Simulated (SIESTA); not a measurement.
**A self-consistent single point of ZrZnNi₄ (F-43m, 6 atoms in the cell) with SIESTA**

Computed with GGA PBEsol, numerical atomic orbitals DZP, PseudoDojo PBEsol standard norm-conserving potentials (rewritten from UPF to PSML) (SIESTA).

Input:

```
# files in the folder: Zr.psml Zn.psml Ni.psml (PseudoDojo PBEsol standard)
SystemName  ZrZnNi4
SystemLabel siesta

NumberOfAtoms                6
NumberOfSpecies              3
%block ChemicalSpeciesLabel
  1 40 Zr
  2 30 Zn
  3 28 Ni
%endblock ChemicalSpeciesLabel
LatticeConstant              1.0 Ang
%block LatticeVectors
     0.000000000    3.354670000    3.354670000
     3.354670000    0.000000000    3.354670000
     3.354670000    3.354670000    0.000000000
%endblock LatticeVectors
AtomicCoordinatesFormat      Ang
%block AtomicCoordinatesAndAtomicSpecies
     0.000000000    0.000000000    0.000000000  1
     5.032005000    5.032005000    5.032005000  2
     4.187164907    2.522175093    4.187164907  3
     2.522175093    2.522175093    2.522175093  3
     2.522175093    4.187164907    4.187164907  3
     4.187164907    4.187164907    2.522175093  3
%endblock AtomicCoordinatesAndAtomicSpecies

XC.functional                GGA
XC.authors                   PBEsol
PAO.BasisSize                DZP
PAO.EnergyShift              0.01 Ry
MeshCutoff                   300 Ry
%block kgrid.MonkhorstPack
    9   0   0  0.0
    0   9   0  0.0
    0   0   9  0.0
%endblock kgrid.MonkhorstPack
OccupationFunction           MP
OccupationMPOrder            0
ElectronicTemperature        136.0 meV

MaxSCFIterations             150
SCF.Mixer.Method             Broyden
SCF.Mixer.Weight             0.25
SCF.Mixer.History            8
SCF.DM.Tolerance             1.0E-04
Diag.ParallelOverK           true
WriteForces                  true
```

Log, with long lists cut:

```
reinit: Reading from file input.fdf

reinit: System Name: ZrZnNi4
reinit: System Label: siesta

coor:   Atomic-coordinates input format  =     Cartesian coordinates
coor:                                          (in Angstroms)

siesta: Atomic coordinates (Bohr) and species
siesta:      0.00000   0.00000   0.00000  1        1
siesta:      9.50911   9.50911   9.50911  2        2
siesta:      7.91259   4.76622   7.91259  3        3
siesta:      4.76622   4.76622   4.76622  3        4
siesta:      4.76622   7.91259   7.91259  3        5
siesta:      7.91259   7.91259   4.76622  3        6

siesta: System type = bulk

initatomlists: Number of atoms, orbitals, and projectors:      6   114   108

siesta: ******************** Simulation parameters ****************************
redata: Spin configuration                          = none
redata: Time-Reversal Symmetry                      = T
redata: Number of Atomic Species                    =        3
redata: Mesh Cutoff                                 =   300.0000 Ry
redata: Net charge of the system                    =     0.0000 |e|
redata: Min. number of SCF Iter                     =        0
redata: Max. number of SCF Iter                     =      150
redata: SCF convergence failure will abort job
redata: SCF mix quantity                            = Hamiltonian
redata: Mix DM or H after convergence               =   F
redata: Recompute H after scf cycle                 =   F
redata: Mix DM in first SCF step                    =   T
redata: No kicks to SCF
redata: DM Mixing Weight for Kicks                  =     0.5000
redata: Require Harris convergence for SCF          =   F
redata: Harris energy tolerance for SCF             =     0.000100 eV
redata: Require DM convergence for SCF              =   T
redata: DM tolerance for SCF                        =     0.000100
redata: Require EDM convergence for SCF             =   F
redata: EDM tolerance for SCF                       =     0.001000 eV
redata: Require H convergence for SCF               =   T
redata: Hamiltonian tolerance for SCF               =     0.001000 eV
redata: Require (free) Energy convergence for SCF   =   F
redata: (free) Energy tolerance for SCF             =     0.000100 eV
redata: Using DFT-D3 dispersion                     =   F
redata: Using Saved Data (generic)                  =   F
redata: Method of Calculation                       = Diagonalization
redata: Electronic Temperature                      =  1578.2145 K
redata: Number of TDED substeps                     =        3
redata: Dynamics option                             = Single-point calculation
redata: Save all siesta data in one NC              =   F
redata: ***********************************************************************

%block SCF.Mixers
  Broyden
%endblock SCF.Mixers

%block SCF.Mixer.Broyden
  # Mixing method
  method broyden

  # Mixing options
  weight 0.2500
  weight.linear 0.2500
  weight.prime 0.2500
  history 8
%endblock SCF.Mixer.Broyden

DM_history_depth set to one: no extrapolation allowed by default for geometry relaxation
Size of DM history Fstack: 1
Total number of electrons:   104.000000
Total ionic charge:   104.000000

* ProcessorY, Blocksize:    1  64

* Orbital distribution balance (max,min):   114   114

 Kpoints in:          405 . Kpoints trimmed:          365

siesta: k-grid: Number of k-points = 365
siesta: k-points from Monkhorst-Pack grid
siesta: k-cutoff (effective) =    21.349 Ang
siesta: k-point supercell and displacements
siesta: k-grid:     9     0     0      0.000
siesta: k-grid:     0     9     0      0.000
siesta: k-grid:     0     0     9      0.000

diag: Algorithm                                     = D&C
diag: Parallel over k                               =   F
diag: Use parallel 2D distribution                  =   F
diag: Parallel block-size                           = 64
diag: Parallel distribution                         =     1 x     1
diag: Used triangular part                          = Lower
diag: Absolute tolerance                            =  0.100E-15
diag: Orthogonalization factor                      =  0.100E-05
diag: Memory factor                                 =  1.0000

superc: Internal auxiliary supercell:     5 x     5 x     5  =     125
superc: Number of atoms, orbitals, and projectors:    750  14250  13500

                        Single-point calculation

superc: Internal auxiliary supercell:     5 x     5 x     5  =     125
superc: Number of atoms, orbitals, and projectors:    750  14250  13500

outcell: Unit cell vectors (Ang):
        0.000000    3.354670    3.354670
        3.354670    0.000000    3.354670
        3.354670    3.354670    0.000000

outcell: Cell vector modules (Ang)   :    4.744220    4.744220    4.744220
outcell: Cell angles (23,13,12) (deg):     60.0000     60.0000     60.0000
outcell: Cell volume (Ang**3)        :     75.5056
new_DM -- step:     1
Initializing Density Matrix...

Attempting to read DM from file... Failed...
DM filled with atomic data:

InitMesh: MESH = 48 x 48 x 48 = 110592
InitMesh: Mesh cutoff (required, used) =   300.000   424.371 Ry

stepf: Methfessel-Paxton step function
       Using Hermite-Gauss polynomials of order  0

        iscf     Eharris(eV)        E_KS(eV)     FreeEng(eV)     dDmax    Ef(eV) dHmax(eV)
   scf:    1   -24787.768982   -25136.257642   -25136.362579  2.473836 -1.064926 90.164771
   scf:    2   -25266.814479   -25294.277181   -25294.322531  1.664034 -2.529366 22.840024
   scf:    3   -25306.147795   -25301.491205   -25301.521403  0.701272 -3.128766 11.984901
   scf:    4   -25303.735485   -25303.431516   -25303.467558  0.207598 -3.028506  7.339310
   scf:    5   -25305.271363   -25304.676747   -25304.708488  0.300771 -3.324959  0.875850
   scf:    6   -25304.649844   -25304.706924   -25304.737559  0.022571 -3.384397  0.527658
   [... 2 lines left out ...]
   scf:    9   -25304.723236   -25304.724549   -25304.755709  0.027998 -3.377331  0.236000
   scf:   10   -25304.723821   -25304.725161   -25304.756382  0.010870 -3.380810  0.087154
   scf:   11   -25304.725873   -25304.725706   -25304.756857  0.002125 -3.381999  0.002597
   scf:   12   -25304.725715   -25304.725710   -25304.756858  0.000180 -3.382234  0.000797
   scf:   13   -25304.725714   -25304.725712   -25304.756858  0.000071 -3.382362  0.000500

SCF Convergence by DM+H criterion
max |DM_out - DM_in|         :     0.0000707750
max |H_out - H_in|      (eV) :     0.0004995113
SCF cycle converged after 13 iterations

Using DM_out to compute the final energy and forces

siesta: E_KS(eV) =           -25304.7257

siesta: E_KS - E_eggbox =    -25304.7257

siesta: Atomic forces (eV/Ang):
     1    0.000059    0.000059    0.000059
     2   -0.000051   -0.000051   -0.000051
     3   -0.077789    0.077768   -0.077790
     4    0.077803    0.077803    0.077804
     5    0.077768   -0.077789   -0.077790
     6   -0.077789   -0.077789    0.077768
   Tot    0.000001    0.000001    0.000001
   Max    0.077804
   Res    0.063513    sqrt( Sum f_i^2 / 3N )
   Max    0.077804    constrained

Stress tensor Voigt[x,y,z,yz,xz,xy] (kbar):       82.52       82.52       82.52       -0.52       -0.52       -0.52
(Free)E + p*V (eV/cell)   -25308.6457
Target enthalpy (eV/cell)   -25304.7569

siesta: Program's energy decomposition (eV):
siesta: Ebs     =     -3885.918005
siesta: Eions   =     31756.171947
siesta: Ena     =      2023.546534
siesta: Ekin    =     11508.551757
siesta: Enl     =     -4062.399052
siesta: Eso     =         0.000000
siesta: Edftu   =         0.000000
siesta: DEna    =       165.213548
siesta: DUscf   =         6.937183
siesta: DUext   =         0.000000
siesta: Ex      =     -3002.849166
siesta: Ec      =      -187.554571
siesta: Exc     =     -3190.403737
siesta: Eharris =    -25304.725714
siesta: Etot    =    -25304.725712
siesta: FreeEng =    -25304.756858

siesta: Atomic forces (eV/Ang):
siesta:      1    0.000059    0.000059    0.000059
siesta:      2   -0.000051   -0.000051   -0.000051
siesta:      3   -0.077789    0.077768   -0.077790
siesta:      4    0.077803    0.077803    0.077804
siesta:      5    0.077768   -0.077789   -0.077790
siesta:      6   -0.077789   -0.077789    0.077768
siesta: ----------------------------------------
siesta:    Tot    0.000001    0.000001    0.000001

siesta: Stress tensor (static) (eV/Ang**3):
siesta:     0.051504   -0.000327   -0.000327
siesta:    -0.000327    0.051504   -0.000327
siesta:    -0.000327   -0.000327    0.051504

siesta: Cell volume =         75.505643 Ang**3

siesta: Pressure (static):
siesta:                Solid            Molecule  Units
siesta:          -0.00056095         -0.00052355  Ry/Bohr**3
siesta:          -0.05150446         -0.04807008  eV/Ang**3
siesta:         -82.51924240        -77.01675349  kBar
```

The run converged in 13 iterations.

The starting cell comes from a database of computed structures (which also holds hypothetical and non-ambient phases and stackings), without a prior relaxation at this level. Spin polarisation is off. Values carry the incompleteness of an atom-centred basis. With a pressure of about -8 GPa the cell is away from its equilibrium volume at this level.

Cost on one core of a shared machine: roughly 90 s.
